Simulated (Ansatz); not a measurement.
**Ga2O3 under a change: biaxial strain +1.50 %, plane normal [001], relaxed out of plane**

The reference is Ga$_{2}$O$_{3}$ in the corundum structure (space group R-3c, No. 167; a = 5.000 Å, c = 13.449 Å (hexagonal axes)). Axes: x lies along a and z along c of the hexagonal cell.

One thing is altered: biaxial strain +1.50 %, plane normal [001], relaxed out of plane (Cartesian); in-plane vectors clamped, the third vector and the atoms free.

All numbers come from PBEsol (Ansatz, a quantum-chemistry and plane-wave program; PAW; 420 eV plane waves; no SOC). Settings: 8×8×8 k-points, 0.05 eV Fermi–Dirac smearing.

| quantity | base | changed | shift |
|---|---|---|---|
| volume per atom | 9.71 Å³ | 9.89 Å³ | +0.18 Å³ |
| space group | R-3c (No. 167) | R-3c (No. 167) | – |
| shortest interatomic distance | 1.931 Å | 1.947 Å | +0.016 Å |
| energy relative to the base (free energy F) | 0 meV/atom | +6.1 meV/atom | +6.1 meV/atom |
| pressure (mean of the normal stresses, compression positive) | 0.00 GPa | -4.42 GPa | -4.42 GPa |
| band gap | 2.70 eV | 2.44 eV | -0.26 eV |
| smallest direct gap | 2.95 eV | 2.66 eV | -0.297 eV |
| width of the top valence band | 0.45 eV | 0.50 eV | +0.041 eV |
| electron mass | 0.22 mₑ (at Γ) | 0.21 mₑ (at Γ) | – |
| out-of-plane strain | – | -1.11 % | – |
| ratio −ε⊥/ε∥ | – | 0.74 | – |
| mean in-plane stress (compression positive) | – | -6.6 GPa | – |

Effective masses come from finite differences of ±0.01 Å⁻¹. Whether these cells are dynamically stable was not tested.
